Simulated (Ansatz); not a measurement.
Start from BAs in the zinc blende structure (space group F-43m, No. 216; a = 4.783 Å). Axes: x, y, z lie along the cube axes.

Level of theory: r2SCAN (Ansatz, a program for electronic structure, PAW, no spin-orbit coupling), earlier PAW set.

A first run, uniaxial strain ε_xx = +1.28 %, gives secant values C11 ≈ 290 GPa and C12 ≈ 62 GPa from its stress. A second run applies biaxial strain −2.40 %, plane normal [001], relaxed out of plane.

Q: What does linear elasticity predict for −ε⊥/ε∥ in the second run, and what does the run give?

A: Linear elasticity: 2 C12/C11 = 0.43. The run gives 0.46; any difference comes from nonlinear terms at these strains and numerical noise.

No phonon test of stability was made.
